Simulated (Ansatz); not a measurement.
## Ga on the Si site + 1 H in silicon

These are PBE, PAW (plane waves to 420 eV; Ansatz, an electronic-structure program) values and carry that method's errors. Set-up: 216-site cell; 2×2×2 shifted k-points; start: the Si site; H antibonding at the dopant; finite-size errors of tenths of an eV.

Neighbours after relaxation, in Å: of the Ga atom: H 1.75, Si 2.37, Si 2.37, Si 2.38, Si 3.23; of the H atom: Si 1.51, Ga 1.75, Si 2.98, Si 2.98, Si 2.99.

Formation energies E_f are those of the neutral cell. Chemical conditions: host crystal and elements as references (Δμ(Si) = 0.00 eV, Δμ(Ga) = 0.00 eV, Δμ(H) = 0.00 eV; Ga taken from its element, since no compound that bounds it was computed at this level; H taken from its element, since no compound that bounds it was computed at this level; only phases computed here count, gases as isolated molecules at 0 K). Reference phases: Ga: alpha gallium, H: H2 molecule in a box, Si: silicon.

The name describes the start; the neighbours show where the atoms ended.

```json
[
 {"charge": "0", "moment (μB)": "not spin-polarised", "point group": "Cs", "largest move off a lattice site (Å)": "0.51", "E_f, host crystal and elements as references (eV)": "0.97"}
]
```

Point groups are those of the whole cell at tolerances of 0.03 and 0.1 Å ("near" where only the looser one holds); none is given for unsettled states.

No other site or start that was run ended lower by more than 0.1 eV.
